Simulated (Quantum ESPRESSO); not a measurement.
# What a tighter setting buys: ecutwfc, Mg6AlBi (Amm2, 8 atoms in the cell)

Cell: a = 5.2636 Å, b = 6.3313 Å, c = 6.3313 Å, α = 62.24°, β = 90.00°, γ = 90.00°.

Method: LDA (PW92), PseudoDojo standard norm-conserving (LDA) pseudopotentials (plane waves; Quantum ESPRESSO 7.5).

Base settings: ecutwfc = 85 Ry; occupations = smearing; smearing = cold; degauss = 0.0147 Ry; potentials = {Mg: Mg.upf, Al: Al.upf, Bi: Bi.upf}; K_POINTS = automatic 4 3 3 0 0 0; conv_thr = 1e-10 Ry; mixing_beta = 0.3.

Misses are taken against the tightest run, 170 Ry, which need not be fully converged itself. The energy is the free energy per atom.

The count of work is k-points × plane waves × bands × iterations; it is no time, and leaves out set-up, grids and terms that scale otherwise. Core times come from one kind of shared machine and are given to one figure; runs under 30 s give none.

The starting cell comes from a database of computed structures (which also holds hypothetical and non-ambient phases and stackings), without a prior relaxation at this level. Without a gap this mesh is coarse (it stands for a supercell whose shortest vector is 19 Å).

The runs (ecutwfc): 34 Ry | 42 Ry | 51 Ry | 59 Ry | 68 Ry | 76 Ry | 85 Ry | 98 Ry | 110 Ry | 128 Ry | 149 Ry | 170 Ry.

Question: Which is the coarsest setting among those run that, with all tighter ones, holds the energy within 20 meV/atom of the reference, and what does it save?

Answer: 76 Ry, off by 5.1 meV/atom; it needs 0.30 of the reference's count of work and about 0.3 of the reference's time.

Question: What does the step from 68 Ry to 149 Ry buy?

Answer: It takes the miss in the energy from 58 to 0.17 meV/atom, for 3.6 times the count of work and roughly 7 times the time.

```tsv
ecutwfc	energy less reference (meV/atom)	pressure less reference (GPa)	largest difference in the force on any atom (eV/Å)	count of work / reference	core time / reference (rough)
34 Ry	26252.06	-498.46	0.112	0.098	–
42 Ry	9164.86	-250.08	0.024	0.13	0.08
51 Ry	2232.29	-89.76	0.027	0.16	0.1
59 Ry	487.63	-27.43	0.009	0.19	0.1
68 Ry	57.53	-4.80	0.003	0.23	0.2
76 Ry	5.09	-0.57	0.001	0.30	0.3
85 Ry	0.78	0.00	0.000	0.35	0.2
98 Ry	0.53	0.00	0.000	0.44	0.3
110 Ry	0.44	0.01	0.000	0.52	0.3
128 Ry	0.24	0.00	0.000	0.65	0.4
149 Ry	0.17	0.01	0.000	0.82	1.0
170 Ry	0.00	0.00	0.000	1.0	1
```
